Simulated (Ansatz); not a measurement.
The starting structures come from a database of crystals and need not be the phases stable at ambient conditions.

 Where the default PAW files enter, the runs use the earlier of Ansatz's two default sets.

## Evanescent states of Rb2HgF4 (I4/mmm, not sure to be the ambient phase, 7 atoms a cell, 20.7 Å³ an atom) along the normal of (110)

Level of theory: PBEsol (plane waves, PAW; Ansatz, an electronic-structure program).

The gap is the functional's own. No spin-orbit coupling. Mid-gap values are interpolated on the energy grid.

Energies count from the valence-band top; κ is the least over a 6×6 mesh across the current.

```
E (eV)  κ (1/Å)  where
------  -------  -----
0.05      0.085  off Γ
0.15      0.145  off Γ
0.25      0.186  off Γ
0.35      0.218  off Γ
0.45      0.245  off Γ
0.55      0.268  off Γ
0.65      0.289  off Γ
0.75      0.307  off Γ
0.85      0.324  off Γ
0.95      0.340  off Γ
1.05      0.329      Γ
1.15      0.306      Γ
1.25      0.281      Γ
1.35      0.253      Γ
1.45      0.220      Γ
1.55      0.181      Γ
1.65      0.131      Γ
1.75      0.034      Γ
```

**Question.** How thick must the barrier be to attenuate the transmission by 10^6 when the electrodes' Fermi level lies at 0.65 eV, and what attenuation does that film give at 1.55 eV?

**Answer.** d = 6 ln 10 / (2 × 0.289) = 23.9 Å. At 1.55 eV it gives 6 × 0.181/0.289 = 3.8 decades.
